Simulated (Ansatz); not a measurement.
## silicon: the defect Si vacancy + Se on the Si site (V_Si+Se_Si)

Level of theory: PBE, PAW (plane waves to 420 eV; Ansatz, a program for electronic structure). Cell: 64 sites, 2×2×2; final energies on a 2×2×2 shifted mesh. Sites at the start: the Si site; Si 2.37 Å away. Energies of charged states are corrected for periodic images (point charge plus alignment at distant sites). Dielectric constants: PBE linear response of the host. Host gap at this level: 0.61 eV. Finite-size and sampling errors can reach tenths of an eV here. PBE underestimates the host's gap, which shifts levels and can delocalise carriers. Spin–orbit coupling is left out. Each state is the lowest found from its start.

Formation energies E_f are given with the Fermi level at the valence-band maximum. Chemical conditions: host crystal and elements as references (Δμ(Si) = 0.00 eV, Δμ(Se) = 0.00 eV; Se taken from its element, since no compound that bounds it was computed at this level; only phases computed here count, gases as isolated molecules at 0 K). Reference phases: Se: trigonal Se, Si: silicon.

```
charge         moment (μB)  largest move off a lattice site (Å)  image correction with alignment (eV)  E_f, host crystal and elements as references (eV)  above the lowest spin state (eV)
------  ------------------  -----------------------------------  ------------------------------------  -------------------------------------------------  --------------------------------
+1†             fractional                                 0.21                                  0.01                                                  –                              0.00
0†              fractional                                 0.33                                  0.03                                               2.65                              0.00
0†      not spin-polarised                                 0.37                                  0.03                                               2.66                              0.01
−1†                    1.0                                 0.35                                  0.24                                                  –                              0.00
−1†                    1.0                                 0.35                                  0.24                                                  –                              0.00
−2†     not spin-polarised                                 0.39                                  0.66                                                  –                              0.00
```

† Not settled in this cell, so no level is given: charge +1: fractional moment, a level filled in part, carriers not clearly localised; charge 0: fractional moment, carriers not clearly localised, a dipole correction that the other charges lack; charge −1: a level filled in part, level within 0.1 eV of a band edge or past it; charge −2: a level filled in part, carriers not clearly localised, level within 0.1 eV of a band edge or past it.

Starting moments that weren't kept: charge +1 began with 1 μB and ended with 0.5; charge 0 began with 2 μB and ended with 0.5; charge −1 began with 3 μB and ended with 1.0.

All states together cost about 120 core-minutes (a rough figure).
